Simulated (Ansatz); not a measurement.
**Ag: stress against strain**

Ag (fcc, Fm-3m, 16.010 Å³/atom at rest, cube axes along x, y and z) under a strain ε along a cube axis (axis z), the other axes held. LDA in Ansatz, a plane-wave DFT program (PAW, default set), 420 eV, 28×28×28 Γ-centred mesh, Fermi-Dirac smearing 0.10 eV; ions are relaxed within the symmetry of each cell. Stress is positive for a compressed cell.

Here s stands for strain and y for stress zz.

```
strain (%)  stress zz (GPa)
----------  ---------------
-3.00                     ?
-1.50                  2.65
-1.00                  1.74
-0.50                  0.86
0.00                   0.00
0.50                  -0.83
1.00                  -1.64
1.50                  -2.42
```

Fit y against s with a straight line, and predict the withheld value at s = -3.00.

Means: s 0, y 0.051. About the means, the sum of products is -11.830 and the sum of squares of s is 7.0000; the slope is their ratio. Least squares gives y = 0.051 - 1.6900·s. Residuals (row less fit): 0.064, -0.001, -0.036, -0.051, -0.036, -0.001, 0.064; standard error 0.052 (degrees of freedom: 5). The slope gives the elastic constant C11 = 169 ± 2.0 GPa. At the withheld row, y = 0.051 - 1.6900 × (-3.0) = 5.121 GPa. The calculation gives 5.53 GPa, 0.409 GPa above the prediction (5.1 % of the range of y in the table). The row lies outside the fitted rows, so this is an extrapolation. From the scatter of the fitted rows alone, a prediction at this place has a standard error of 0.081 GPa, so the miss is 5.0 times that.

One order more, fitted to all 13 runs of the series, follows each within 0.01, so the miss is the next term of a smooth law. In a metal these values are sensitive to mesh and smearing; energies are taken to zero smearing, stresses follow the free energy. Rows are the converged runs of the series near zero and its far end; series whose fitted rows scatter by over a few per cent of the range, as at a crossing or softening among them, aren't shown in this form. Most that stay on the fit to the last digits aren't either.
